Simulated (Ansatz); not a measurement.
We consider BGeCN (model structure, started from the AlSiCN type, P3m1, No. 156, 4 atoms in the cell), described by PBEsol+SOC (Ansatz, an electronic-structure program, plane waves, PAW).

Excerpt of the program's output:

```
Crystal: 4 atoms, lattice volume = 36.292 Å³
Basis set: ecut = 520 eV, 989 PW (Γ), exchange–correlation on 48×48×72 points (8 copies of the dense FFT grid, shifted against one another)
Bands: 34, of which v1, the nominal top of the filled ones, is band 26 counted from 1 (25 counted from 0)
Symmetry: 6 space group operations + 6 with time reversal
k-points: 131 of 1152 (time reversal used)
Initial density: superposition of atomic densities (chi_scale 0.1, normalization cell, long waves kept (reshape's long-wave potential 0.16 eV rms))
Functional: x = pbesol(κ = 0.804, μ = 0.12345679012345678), c = pbesol(β = 0.046)
SCF 1 converged in 11 iterations: F = -5031.101665 eV  dr2 = 1.27e-11
SCF converged after 11 iterations
Free energy (F): -5031.101665 eV
Internal energy: -5031.101665 eV  (E = F + TS)
E sigma→0 (E₀):  -5031.101665 eV
Fermi energy:    12.659503 eV
--- Forces (eV/Å), atoms counted from 1 ---
  atom   1  B      0.00000000    -0.00000000     0.10137043
  atom   2  Ge    -0.00000000     0.00000000    -0.00447492
  atom   3  C      0.00000000     0.00000000    -0.14032655
  atom   4  N     -0.00000000    -0.00000000     0.04343229
--- Stress (GPa, compression-positive) ---
       -1.491189      -0.000000      -0.000000
       -0.000000      -1.491189      -0.000000
       -0.000000      -0.000000      -1.059565
  P = ⅓ Tr σ = -1.3473 GPa (-13.473 kbar)
```

Problem. Write an input file that could have produced this run (the log leaves some choices open).

Solution. This is not unique; one that fits is 
Ansatz 0.2 input:
```yaml
crystal:
  lattice:
    - [2.9564453562, 0.000000273, 0.0]
    - [-1.4782229145, 2.5603566469, 0.0]
    - [0.0, 0.0, 4.7944646378]
  atoms:
    - { symbol: B, position: [0.3333333333, 0.6666666667, 0.4881913346] }
    - { symbol: Ge, position: [0.6666666667, 0.3333333333, 1.0029566425] }
    - { symbol: C, position: [0.3333333333, 0.6666666667, 0.157295181] }
    - { symbol: N, position: [0.6666666667, 0.3333333333, 0.6015468419] }
basis:
  ecutwfc: 520
  ecutrho_ratio: 4
  xc_grid: 2
kpoints:
  mp_grid: { grid: [12, 12, 8] }
  band_path:
    path:
      - [0.0, 0.0, 0.0]
      - [0.041667, 0.0, 0.0]
      - [0.083333, 0.0, 0.0]
      - [0.125, 0.0, 0.0]
      - [0.166667, 0.0, 0.0]
      - [0.208333, 0.0, 0.0]
      - [0.25, 0.0, 0.0]
      - [0.291667, 0.0, 0.0]
      - [0.333333, 0.0, 0.0]
      - [0.375, 0.0, 0.0]
      - [0.416667, 0.0, 0.0]
      - [0.458333, 0.0, 0.0]
      - [0.5, 0.0, 0.0]
      - [0.472222, 0.055556, 0.0]
      - [0.444444, 0.111111, 0.0]
      - [0.416667, 0.166667, 0.0]
      - [0.388889, 0.222222, 0.0]
      - [0.361111, 0.277778, 0.0]
      - [0.333333, 0.333333, 0.0]
      - [0.309524, 0.309524, 0.0]
      - [0.285714, 0.285714, 0.0]
      - [0.261905, 0.261905, 0.0]
      - [0.238095, 0.238095, 0.0]
      - [0.214286, 0.214286, 0.0]
      - [0.190476, 0.190476, 0.0]
      - [0.166667, 0.166667, 0.0]
      - [0.142857, 0.142857, 0.0]
      - [0.119048, 0.119048, 0.0]
      - [0.095238, 0.095238, 0.0]
      - [0.071429, 0.071429, 0.0]
      - [0.047619, 0.047619, 0.0]
      - [0.02381, 0.02381, 0.0]
      - [0.0, 0.0, 0.083333]
      - [0.0, 0.0, 0.166667]
      - [0.0, 0.0, 0.25]
      - [0.0, 0.0, 0.333333]
      - [0.0, 0.0, 0.416667]
      - [0.0, 0.0, 0.5]
      - [0.041667, 0.0, 0.5]
      - [0.083333, 0.0, 0.5]
      - [0.125, 0.0, 0.5]
      - [0.166667, 0.0, 0.5]
      - [0.208333, 0.0, 0.5]
      - [0.25, 0.0, 0.5]
      - [0.291667, 0.0, 0.5]
      - [0.333333, 0.0, 0.5]
      - [0.375, 0.0, 0.5]
      - [0.416667, 0.0, 0.5]
      - [0.458333, 0.0, 0.5]
      - [0.5, 0.0, 0.5]
      - [0.472222, 0.055556, 0.5]
      - [0.444444, 0.111111, 0.5]
      - [0.416667, 0.166667, 0.5]
      - [0.388889, 0.222222, 0.5]
      - [0.361111, 0.277778, 0.5]
      - [0.333333, 0.333333, 0.5]
      - [0.309524, 0.309524, 0.5]
      - [0.285714, 0.285714, 0.5]
      - [0.261905, 0.261905, 0.5]
      - [0.238095, 0.238095, 0.5]
      - [0.214286, 0.214286, 0.5]
      - [0.190476, 0.190476, 0.5]
      - [0.166667, 0.166667, 0.5]
      - [0.142857, 0.142857, 0.5]
      - [0.119048, 0.119048, 0.5]
      - [0.095238, 0.095238, 0.5]
      - [0.071429, 0.071429, 0.5]
      - [0.047619, 0.047619, 0.5]
      - [0.02381, 0.02381, 0.5]
      - [0.5, 0.0, 0.416667]
      - [0.5, 0.0, 0.333333]
      - [0.5, 0.0, 0.25]
      - [0.5, 0.0, 0.166667]
      - [0.5, 0.0, 0.083333]
      - [0.333333, 0.333333, 0.416667]
      - [0.333333, 0.333333, 0.333333]
      - [0.333333, 0.333333, 0.25]
      - [0.333333, 0.333333, 0.166667]
      - [0.333333, 0.333333, 0.083333]
    npoints: 1
hamiltonian:
  xc: pbesol
  dispersion: none
  pseudopotentials: { kind: paw }
scf:
  occupations: { method: fermi_dirac, width: 0.01 }
  convergence: { dr2_threshold: 0.0000000004 }
output:
  forces: true
  stress: true
  eigenvalues: true
  write_bands: true
magnetization:
  noncollinear: true
  spin_orbit: true
```

The PAW data were made under PBE.

Note: the relaxation could raise the start's symmetry but not lower it, so the cell can be a saddle point. Note: cell and atoms aren't relaxed at this level (largest force component 0.14 eV/Å, pressure -1.3 GPa).

A model structure was made by putting elements into a prototype or built by hand; it is no filed structure, need not be a known phase, and can be a saddle point held by its symmetry.
